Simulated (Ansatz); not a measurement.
The parent structure is Ru in the hcp (Mg type) structure (space group P6_3/mmc, No. 194; a = 2.7043 Å, c = 4.2629 Å; relaxed with 0.1 eV smearing). Axes: x lies along a and z along c of the hexagonal cell.

Structures relaxed with DFT with r2SCAN, PAW potentials and a 500 eV plane-wave cutoff in Ansatz (a first-principles code), without spin-orbit coupling.

Base:

Simulated powder pattern, Cu Kα1, λ = 1.54056 Å (kinematic, ideal powder, no thermal factors, no anomalous dispersion; the 10 strongest lines at most, above 2 %, up to 2θ = 90°):

```csv
2θ (°),I/Imax (%),hkl
38.40,25,(100)
42.37,25,(002)
44.08,100,(101)
58.50,14,(102)
69.45,16,(110)
78.70,17,(103)
82.26,2.6,(200)
84.85,19,(112)
86.03,14,(201)
```

One thing is altered: uniaxial strain ε_zz = −3.00 %, all other strain components held at zero, atoms relaxed at fixed cell.

After the change:

Simulated powder pattern, Cu Kα1, λ = 1.54056 Å (kinematic, ideal powder, no thermal factors, no anomalous dispersion; the 10 strongest lines at most, above 2 %, up to 2θ = 90°):

| 2θ (°) | d (Å) | I/Imax (%) | hkl |
|---|---|---|---|
| 38.40 | 2.342 | 26 | (100) |
| 43.75 | 2.068 | 23 | (002) |
| 44.42 | 2.038 | 100 | (101) |
| 59.60 | 1.550 | 13 | (102) |
| 69.45 | 1.352 | 17 | (110) |
| 80.85 | 1.188 | 17 | (103) |
| 82.26 | 1.171 | 2.6 | (200) |
| 85.79 | 1.132 | 19 | (112) |
| 86.26 | 1.127 | 14 | (201) |

The indices refer to the base's conventional cell; one index is shown for lines that coincide.

Stability against distortions was not tested. All final runs are without spin polarisation.
